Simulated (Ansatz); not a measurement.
System: L1₀ (CuAu-type) FePt. Method: HSE06 (Ansatz, a first-principles code, PAW).

Total energies, extrapolated to zero smearing (they compare only within this program, potentials and cutoff):

Magnetic elements are taken in their magnetic phases.

```tsv
system	energy (eV/atom)
L1₀ (CuAu-type) FePt, relaxed	-8502.6173
bcc Fe	-4479.0373
fcc Pt	-12525.1345
```

### Question
Work out the formation enthalpy per atom.

### Answer
ΔH_f ≈ ΔE = -8502.6173 − [1 × (-4479.0373) + 1 × (-12525.1345)]/2 = -0.531 eV/atom (0 K, no vibrations). The reference value is -0.238 ± 0.02 eV/atom (measured, 298 K, copied from a table, unchecked, no zero-point or thermal correction; as tabulated in Wang et al. (2021), doi:10.1038/s41598-021-94550-5), a difference of -0.293 eV/atom.

Spin–orbit coupling, which matters for such heavy atoms, is left out.

The PAW data were made under PBE.

The crystal was run with parallel moments.
